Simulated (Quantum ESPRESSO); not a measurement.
Several settings converged on NbZn3 (P4mm, 4 atoms in the cell)

```xyz
4
Lattice="3.8982 0.0000 0.0000 0.0000 3.8982 0.0000 0.0000 0.0000 3.8982" Properties=species:S:1:pos:R:3 pbc="T T T"
Nb     0.0000     0.0000     0.0500
Zn     1.9491     0.0000     1.9491
Zn     0.0000     1.9491     1.9491
Zn     1.9491     1.9491     0.0000
```

Base method: LDA (PZ), PSlibrary PAW (LDA) pseudopotentials (plane waves; Quantum ESPRESSO).

Base settings: ecutwfc = 55 Ry; ecutrho = 330 Ry; occupations = smearing; smearing = gauss; degauss = 0.0073499 Ry; potentials = {Nb: Nb.pz-spn-kjpaw_psl.1.0.0.UPF, Zn: Zn.pz-dn-kjpaw_psl.1.0.0.UPF}; K_POINTS = automatic 3 3 3 0 0 0; conv_thr = 1e-11 Ry.

The count of work is k-points × plane waves × bands × iterations; it is no time. Core times come from one kind of shared machine, to one figure; runs under 30 s give none.

**The cutoff for other potential files**

Level: DFT, LDA (PZ), plane waves, PSlibrary ultrasoft (LDA, semicore) pseudopotentials.

In this ladder: pseudopotentials = {Nb: Nb.pz-spn-rrkjus_psl.1.0.0.UPF, Zn: Zn.pz-spn-rrkjus_psl.1.0.0.UPF}. Moved along: ecutrho.

The second cell is the first with its lattice scaled by 0.98.

The mesh stays at the base's, so the ladder's end is converged at best in this setting alone.

Only quantities that move along the ladder and can be compared are tabulated.

```csv
ecutwfc,free energy less the last step's (meV/atom),energy of the compressed cell less the first (meV/atom),pressure (GPa),largest difference of a force vector from the last step's (eV/Å),count of work / last,core time / last (rough)
38 Ry,11158.63,225.43,-628.75,0.046,0.12,–
47 Ry,1710.06,-46.51,-131.82,0.019,0.13,–
59 Ry,232.85,-10.64,-12.59,0.003,0.19,–
72 Ry,147.61,-8.73,-9.03,0.001,0.28,0.2
85 Ry,65.11,-7.01,-8.89,0.000,0.36,0.3
102 Ry,20.11,-8.51,-6.53,0.000,0.47,0.4
128 Ry,8.55,-8.43,-6.13,0.000,0.65,0.5
170 Ry,0.00,-8.47,-5.93,0.000,1.0,1
```

Coarsest ecutwfc that holds the energy of the compressed cell less the first within 0.2 meV/atom of the last step, with all finer ones: 102 Ry, at about 0.4 of the last step's time; the step before is off by 1.5 meV/atom.

Coarsest ecutwfc that holds the free energy within 5 meV/atom: not settled: the last two steps still differ by 8.5 meV/atom, over half the tolerance, so the ladder does not show it.

Coarsest ecutwfc that holds the forces within 0.01 eV/Å of the last step, with all finer ones: 59 Ry, at 0.19 of the last step's count of work; the step before is off by 0.019 eV/Å.

At the lowest cutoff the pressure lies 623 GPa under the last step's, the usual sign of Pulay stress in an incomplete plane-wave basis.

**The density cutoff**

The mesh stays at the base's, so the ladder's end is converged at best in this setting alone.

Only quantities that move along the ladder and can be compared are tabulated.

| ecutrho | free energy less the last step's (meV/atom) | pressure (GPa) |
|---|---|---|
| 110 Ry | -2.05 | -7.75 |
| 165 Ry | -0.31 | -7.92 |
| 220 Ry | 0.03 | -7.93 |
| 275 Ry | -0.02 | -7.93 |
| 330 Ry | 0.00 | -7.93 |
| 440 Ry | 0.00 | -7.93 |
| 550 Ry | 0.01 | -7.93 |
| 660 Ry | 0.00 | -7.93 |
| 880 Ry | 0.00 | -7.93 |

Coarsest ecutrho that holds the free energy within 1 meV/atom of the last step, with all finer ones: 165 Ry; the step before is off by 2.0 meV/atom.

Coarsest ecutrho that holds the pressure within 0.05 GPa of the last step, with all finer ones: 165 Ry; the step before is off by 0.18 GPa.

On the base run: the starting cell comes from a database of computed structures (which also holds hypothetical and non-ambient phases and stackings), without a prior relaxation at this level. Its lattice was rescaled by up to half a per cent. One atom was moved a little off its site on purpose. Spin polarisation is off. In the base run, with a pressure of about -8 GPa the cell is away from its equilibrium volume at this level. Without a gap this mesh is coarse (it stands for a supercell whose shortest vector is 12 Å).
